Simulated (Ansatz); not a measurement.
## MgSe: thickness series

Start from MgSe in the rock salt structure (space group Fm-3m, No. 225; a = 5.4722 Å). Axes: x, y, z lie along the cube axes.

Free-standing slabs (2 atom(s) a layer) normal to the z axis with 15 Å of vacuum; in-plane cell held at bulk.

Level of theory: DFT with r2SCAN, PAW potentials and a 500 eV plane-wave cutoff in Ansatz (a quantum-chemistry and plane-wave program), scalar-relativistic without spin-orbit coupling.

Computed cases, in order: 1 layer; 2 layers; 3 layers; 4 layers; 5 layers; 6 layers; 7 layers.

Question: Between which two neighbouring cases does the gap turn between direct and indirect?

Answer: Between 1 layer (1.97 eV, direct at M) and 2 layers (3.10 eV, indirect, k = (0, 1/3, 0) in the run's primitive reciprocal basis → M). The whole series: 1 layer: 1.97 eV, direct at M; 2 layers: 3.10 eV, indirect, k = (0, 1/3, 0) in the run's primitive reciprocal basis → M; 3 layers: 2.53 eV, indirect, Γ–X (50 % along) → M; 4 layers: 2.70 eV, indirect, Γ–X (29 % along) → M; 5 layers: 2.49 eV, indirect, Γ → M; 6 layers: 2.55 eV, indirect, Γ → M; 7 layers: 2.45 eV, indirect, Γ → M.

Stability against distortions was not tested. Labels are those of the standard path for the cell's own space group.
